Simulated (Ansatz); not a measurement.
## A computed series for InSb: response to strain

The parent structure is InSb in the zinc blende structure (space group F-43m, No. 216).

```xyz
2
Lattice="0.0000 3.2780 3.2780 3.2780 0.0000 3.2780 3.2780 3.2780 0.0000" Properties=species:S:1:pos:R:3 pbc="T T T"
Sb     4.9169     4.9169     4.9169
In     0.0000     0.0000     0.0000
```

Cartesian axes are those of the cell as printed.

Strains are applied to the cell and any free atomic positions relax; under biaxial strain the out-of-plane vector relaxes too.

Calculations: plane-wave PAW DFT at the r2SCAN level (Ansatz, a program for electronic structure, 500 eV), spin-orbit coupling left out.

Notes on the quantities. energy relative to the base: free energy F.

| variant | energy relative to the base | volume per atom | band gap |
|---|---|---|---|
| base | 0 meV/atom | 35.22 Å³ | zero |
| biaxial strain −0.78 %, plane normal [001], relaxed out of plane | +0.9 meV/atom | 34.96 Å³ | zero |
| biaxial strain −0.27 %, plane normal [001], relaxed out of plane | +0.1 meV/atom | 35.13 Å³ | zero |
| biaxial strain +0.38 %, plane normal [001], relaxed out of plane | +0.2 meV/atom | 35.35 Å³ | zero |
| isotropic strain −2.90 % | ? | 32.25 Å³ | 0.57 eV |
| isotropic strain +0.86 % | +3.0 meV/atom | 36.14 Å³ | zero |
| uniaxial strain ε_xx = −4.28 % | +13 meV/atom | 33.71 Å³ | 0.14 eV |
| uniaxial strain ε_xx = −3.61 % | ? | 33.95 Å³ | 0.12 eV |
| uniaxial strain ε_yy = +1.10 % | +0.8 meV/atom | 35.61 Å³ | zero |
| tensor shear ε_yz = +0.66 % | +0.6 meV/atom | 35.22 Å³ | zero |

Problem. Complete the table.

Solution. 
- isotropic strain −2.90 %, energy relative to the base: +41 meV/atom
- uniaxial strain ε_xx = −3.61 %, energy relative to the base: +9.4 meV/atom

With Sb present, leaving out spin-orbit coupling can change the band edges. Whether these cells are dynamically stable was not tested. All final runs are without spin polarisation. Gaps under 0.05 eV, about the width of the smearing, are given as zero. A zero or small gap of InSb can be the functional's error rather than a property of the material.
